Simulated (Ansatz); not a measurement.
In a (6,0) GaN nanotube, the lowest empty band has its minimum at Γ and lies 0.021 eV higher 0.0357 Å⁻¹ away along the axis.

Calculation: PBE (plane waves to 420 eV, PAW; Ansatz, an electronic-structure program). Mesh 1×1×6. No spin polarisation. Periodic along z alone, with about 11 Å of vacuum beside it. A hypothetical model, rolled from the flat sheet. Symmetry and one short period hold its shape; lower forms weren't sought.

Task: Estimate the electron mass along the axis.

Result: For a parabola ΔE = ħ²Δk²/2m, and ħ²/2mₑ = 3.810 eV Å². So m/mₑ = 3.810 × 0.0357²/0.021 = 0.23. The curvature over a step a third as long gives 0.23; the band is close to a parabola here.
